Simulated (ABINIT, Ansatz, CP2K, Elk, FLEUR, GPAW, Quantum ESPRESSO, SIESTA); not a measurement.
# Be (P6_3/mmc, 2 atoms in the cell) computed with different codes at matched settings

Self-consistent single point, at a second geometry (lattice scaled by 0.98). First geometry:

```
Be
1.0
    1.14500    -1.98320     0.00000
    1.14500     1.98320     0.00000
    0.00000     0.00000     3.58000
Be
2
Direct
  0.33333   0.66667   0.25000
  0.66667   0.33333   0.75000
```

Shared settings, as Ansatz (a first-principles code) writes them: kpoints.mp_grid.grid = 16 16 9; scf.occupations.method = fermi_dirac; scf.occupations.width = 0.1 eV. Potentials and cutoffs stand in the table.

| code | model | ΔF from the first geometry (meV/atom) | pressure (GPa) | cutoff |
|---|---|---|---|---|
| SIESTA | GGA PBE, numerical atomic orbitals TZP, PseudoDojo PBE standard norm-conserving potentials (rewritten from UPF to PSML) | -2.5 | 4.05 | grid 300 Ry |
| ABINIT | PBE, norm-conserving pseudopotentials (PseudoDojo nc-sr-05 PBE standard) | 4.1 | 5.37 | 1197 eV |
| CP2K | PBE, GPW, DZVP-MOLOPT-SR-GTH basis, GTH-PBE potentials (GTH_POTENTIALS) | 1.2 | 4.37 | grid 600 Ry |
| FLEUR | PBE, all-electron FLAPW (FLEUR), scalar-relativistic valence | 1.3 | – | Kmax 4.1 1/bohr |
| GPAW | PBE, GPAW PAW datasets PBE (gpaw-data 1.0.1) | 6.2 | 6.20 | 800 eV |
| Ansatz | PBE, default PAW files | 1.3 | 4.34 | default |
| Quantum ESPRESSO | PBE, PSlibrary ultrasoft (PBE) pseudopotentials | 0.9 | 4.23 | 40 Ry |
| Elk | PBE, all-electron FP-LAPW, Elk's shipped species files, APW+lo basis with extra local orbitals | 2.5 | – | rgkmax 8 |

A dash marks a value that a program does not give, or that is left out as unsure.

The spread over the programs that give each value: ΔF from the first geometry within 8.7 meV/atom; pressure within 2.15 GPa.

SIESTA and CP2K use small atom-centred bases, whose incompleteness enters pressures, forces and empty levels differently from a plane-wave cutoff. FLEUR and Elk treat all electrons, but the usual bases taken here (sphere radii, linearisation, local orbitals, empty states) were not tested for convergence, so the values are no reference for the others. Ansatz's pressure is given at a fixed set of plane waves, as the other plane-wave codes print theirs; with its correction for the finite basis it is 4.39 GPa. In the pressure, GPAW (by 1.35) lies more than 1 GPa from the median of the plane-wave programs.

The starting cell has typed, rounded lattice constants, without a prior relaxation at this level. For this run, on top of that: lattice scaled by 0.98.

Keys are those of Ansatz 0.2.
